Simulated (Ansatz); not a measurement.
Band structure of Ti₆Ge₅ (Ibam, 22 atoms in the cell).

```yaml
crystal:
  lattice:
    - [-4.00961, 8.52685, 2.63795]
    - [4.00961, -8.52685, 2.63795]
    - [4.00961, 8.52685, -2.63795]
  atoms:
    - { symbol: Ti, position: [0.14130, 0.11490, 0.25620] }
    - { symbol: Ti, position: [0.85870, 0.88510, 0.74380] }
    - { symbol: Ti, position: [0.64130, 0.38510, 0.02640] }
    - { symbol: Ti, position: [0.35870, 0.61490, 0.97360] }
    - { symbol: Ti, position: [0.43750, 0.24240, 0.67990] }
    - { symbol: Ti, position: [0.56250, 0.75760, 0.32010] }
    - { symbol: Ti, position: [0.93750, 0.25760, 0.19510] }
    - { symbol: Ti, position: [0.06250, 0.74240, 0.80490] }
    - { symbol: Ti, position: [0.05860, 0.75000, 0.30860] }
    - { symbol: Ti, position: [0.44140, 0.75000, 0.69140] }
    - { symbol: Ti, position: [0.94140, 0.25000, 0.69140] }
    - { symbol: Ti, position: [0.55860, 0.25000, 0.30860] }
    - { symbol: Ge, position: [0.28900, 0.29930, 0.58830] }
    - { symbol: Ge, position: [0.71100, 0.70070, 0.41170] }
    - { symbol: Ge, position: [0.78900, 0.20070, 0.98970] }
    - { symbol: Ge, position: [0.21100, 0.79930, 0.01030] }
    - { symbol: Ge, position: [0.06790, 0.40410, 0.47200] }
    - { symbol: Ge, position: [0.93210, 0.59590, 0.52800] }
    - { symbol: Ge, position: [0.56790, 0.09590, 0.66380] }
    - { symbol: Ge, position: [0.43210, 0.90410, 0.33620] }
    - { symbol: Ge, position: [0.75000, 0.75000, 0.00000] }
    - { symbol: Ge, position: [0.25000, 0.25000, 0.00000] }
```

Method of the run: LDA (PW92), default PAW files made with PBE (plane waves; Ansatz, an electronic-structure program).

Settings: basis.ecutwfc = 30.9 Ry; kpoints.mp_grid.grid = 3 3 3; hamiltonian.xc = lda; hamiltonian.pseudopotentials = {kind: paw} (the program's default PAW files); scf.occupations.method = methfessel_paxton; scf.occupations.width = 0.01 Ry; kpoints.band_path.npoints = 16.

The starting cell comes from a database of published, mostly measured structures (it also holds non-ambient and calculated ones), without a prior relaxation at this level. Its lattice was rescaled by a random factor within 2.5 % of one. Spin polarisation is off.

Levels in eV from the Fermi level, bands 139 to 146:
```
point    139    140    141    142    143    144   145   146
-----  -----  -----  -----  -----  -----  -----  ----  ----
Γ      -0.66  -0.45  -0.43  -0.24  -0.08   0.10  0.22  0.32
X      -0.62  -0.12  -0.04  -0.02   0.19   0.25  0.42  0.64
L      -0.37  -0.03   0.03   0.12   0.12   0.32  0.35  0.46
T      -0.09  -0.09   0.05   0.05   0.22   0.22  0.45  0.45
W      -0.09  -0.09   0.07   0.07   0.26   0.26  0.35  0.35
R      -0.33  -0.33  -0.03  -0.03   0.28   0.28  0.52  0.52
X1     -0.62  -0.12  -0.04  -0.02   0.19   0.25  0.42  0.64
Z      -0.56  -0.52  -0.32  -0.08  -0.05  -0.01  0.14  0.49
Y      -0.61  -0.37  -0.19  -0.09  -0.02   0.03  0.18  0.51
S      -0.62  -0.39  -0.15  -0.08   0.01   0.07  0.11  0.41
```

Bands cross the Fermi level along this path, so the cell is metallic at this level.

Keys are those of Ansatz 0.2.
